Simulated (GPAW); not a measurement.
A self-consistent single point of SiSnPt₅ (P4/mmm, 7 atoms in the cell) with GPAW.

Method: PBEsol, GPAW PAW datasets PBEsol (made by gpaw-setup) (plane waves; GPAW).

```
SiSnPt5
1.0
    4.04672     0.00000     0.00000
    0.00000     4.04672     0.00000
    0.00000     0.00000     7.15583
Si Sn Pt
1 1 5
Direct
  0.00000   0.00000   0.50000
  0.50000   0.50000   0.00000
  0.00000   0.50000   0.29555
  0.00000   0.50000   0.70445
  0.50000   0.00000   0.29555
  0.50000   0.00000   0.70445
  0.00000   0.00000   0.00000
```

Reference input (self-consistent single point, DFT LDA (Perdew-Wang 92), plane waves, GPAW PAW datasets LDA (gpaw-data 1.0.1)): mode = pw; ecut = 600 eV; xc = LDA; kpts = 5 5 3; mesh shift (steps) = 0 0 0; occupations.name = fermi-dirac; occupations.width = 0.05 eV; nbands = -15; convergence.density = 1e-05 e/electron; convergence.energy = 1e-05 eV/electron; symmetry.symmorphic = false; symmetry.tolerance = 0.0005. This run's input differs from it in these lines:

```diff
@@ -18,3 +18,3 @@
 calc = GPAW(mode={'name': 'pw', 'ecut': 600},
-            xc='LDA',
+            xc='PBEsol',
             kpts=(5, 5, 3),
```

Its files differ too (potentials: GPAW PAW datasets PBEsol (made by gpaw-setup)).

Log, with long lists cut:

```
     iter     time        total  log10-change:
                         energy   eigst   dens
iter:   1 --:--:--   -52.666714
iter:   2 --:--:--   -52.302146   -1.09  -1.39
iter:   3 --:--:--   -50.746687   -1.08  -1.41
iter:   4 --:--:--   -50.476854   -2.19  -1.80
iter:   5 --:--:--   -50.423524   -2.13  -1.75
   [... 2 lines left out ...]
iter:   8 --:--:--   -50.365412   -3.27  -2.32
iter:   9 --:--:--   -50.357260   -3.46  -2.60
iter:  10 --:--:--   -50.356228   -4.40  -2.97
iter:  11 --:--:--   -50.355951   -5.06  -3.07
iter:  12 --:--:--   -50.356071c  -5.04  -3.14
iter:  13 --:--:--   -50.355954c  -5.20  -3.27
iter:  14 --:--:--   -50.355836c  -5.24  -3.37
iter:  15 --:--:--   -50.355837c  -5.70  -3.53
iter:  16 --:--:--   -50.355862c  -6.61  -3.58
iter:  17 --:--:--   -50.355862c  -5.95  -3.59
iter:  18 --:--:--   -50.355852c  -7.07  -3.78
iter:  19 --:--:--   -50.355806c  -5.91  -3.87
iter:  20 --:--:--   -50.355809c  -7.77c -4.53
iter:  21 --:--:--   -50.355812c  -7.65c -4.62
iter:  22 --:--:--   -50.355810c  -8.35c -4.72
iter:  23 --:--:--   -50.355807c  -7.95c -4.82
iter:  24 --:--:--   -50.355806c  -8.95c -5.05c
Converged after 24 iterations.

Dipole moment: (0.000000, -0.000000, 0.000000) |e|*Ang

Energy contributions relative to reference atoms: (reference = -2676985.555062)

Kinetic:        -54.493374
Potential:      +43.954546
External:        +0.000000
XC:             -36.879418
Entropy (-ST):   -0.007911
Local:           -2.933604
SIC:             +0.000000
--------------------------
Free energy:    -50.359761
Extrapolated:   -50.355806

Showing only first 2 kpts
 Kpt  Band  Eigenvalues  Occupancy
  0    47      9.66691    2.00000
  0    48     10.30677    1.05830
  0    49     10.34880    0.65309
  0    50     12.16377    0.00000

  1    47     10.34814    0.65889
  1    48     10.99282    0.00000
  1    49     10.99282    0.00000
  1    50     11.59240    0.00000

Fermi level: 10.31260

No gap
   [... lines left out ...]
  1 Sn    0.00000    0.00000    0.00000
  2 Pt    0.00000    0.00000   -0.03413
  3 Pt    0.00000    0.00000    0.03413
  4 Pt    0.00000    0.00000   -0.03413
  5 Pt    0.00000    0.00000    0.03413
  6 Pt    0.00000    0.00000    0.00000

Stress tensor:
     0.076807     0.000000     0.000000
     0.000000     0.076807     0.000000
     0.000000     0.000000     0.071280
Stress (GPa, Voigt): [12.3058 12.3058 11.4203  0.      0.      0.    ]
```

The run converged in 24 iterations. GPAW prints stress with tension positive. Against the reference run the pressure goes from -16.24 to -12.01 GPa and the largest force goes from 0.013 to 0.034 eV/Å.

The starting cell comes from a database of computed structures (which also holds hypothetical and non-ambient phases and stackings), without a prior relaxation at this level. Its lattice was rescaled by a random factor within 2.5 % of one. Spin polarisation is off. With a pressure of about -12 GPa the cell is away from its equilibrium volume at this level.

Cost on one core of a shared machine: roughly 70 s.
